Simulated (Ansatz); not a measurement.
System: ZnS (model structure, started from the BeO type, P4₂/mnm, No. 136, 8 atoms in the cell). Method: r²SCAN in Ansatz (PAW).

Settings: plane-wave cutoff 560 eV, 6×6×10 k mesh (along the axes of the cell as run), Fermi–Dirac smearing 0.01 eV, scalar-relativistic PAW data made under PBE.

Cell (relaxed at this level):

ZnS is modelled in the tetragonal space group P4₂/mnm (No. 136), Pearson symbol tP8. Lattice parameters: a = 6.550 Å, b = 6.550 Å, c = 3.835 Å, α = 90.00°, β = 90.00°, γ = 90.00°. Zn on 4g is coordinated by 4 S at 2.306–2.371 Å. S on 4f has 4 Zn at 2.306–2.371 Å. (Neighbours: up to the widest gap in distance over summed covalent radii, below 1.35, at either atom; cation-cation and far metal-metal contacts left out.)

**Question.** Give the computed band gap and bulk modulus.

**Answer.** 
* **band gap**: 2.85 eV (on the SCF k mesh)
* **bulk modulus**: 71.2 GPa

Note: the bulk modulus is −V dP/dV from two relaxed cells at ±2 % in volume; the relaxation could raise the start's symmetry but not lower it, so the cell can be a saddle point.

Computed values are for the static lattice.

A model structure was made by putting elements into a prototype or built by hand; it is no filed structure, need not be a known phase, and can be a saddle point held by its symmetry.

Ansatz is a first-principles code.
